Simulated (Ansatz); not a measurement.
# W: uniaxial strain ε_zz = +2.54 %

Take W in the bcc (W type) structure (space group Im-3m, No. 229; a = 3.169 Å; relaxed with 0.1 eV smearing) as the base. Axes: x, y, z lie along the cube axes.

It is then changed as follows: the cell is stretched by 2.54 % along z with no lateral relaxation; the atoms relax in the strained cell.

Level of theory: r2SCAN (Ansatz, a first-principles code; PAW; 500 eV plane waves; scalar-relativistic without spin-orbit coupling). Γ-centred 29×29×29 mesh, Fermi–Dirac width 0.1 eV.

The shortest interatomic distance goes up by 0.0234 Å (2.744 Å → 2.768 Å) and the energy rises by 17 meV/atom. The pressure (mean of the normal stresses, compression positive) goes from zero to -7.5 GPa and the band gap stays zero. The stress (xx, yy, zz, yz, xz, xy; compression positive) comes out as (-4.9, -4.9, -12.8, 0.0, 0.0, 0.0) GPa.

Final structure:

```
W
1.0
   -1.58442     1.58442     1.62466
    1.58442    -1.58442     1.62466
    1.58442     1.58442    -1.62466
W
1
Direct
  0.00000   0.00000   0.00000
```

Cost of the whole job for the changed cell (relaxation, final SCF and bands): around 90 core-seconds (rough).

Whether these cells are dynamically stable was not tested. All final runs are without spin polarisation.
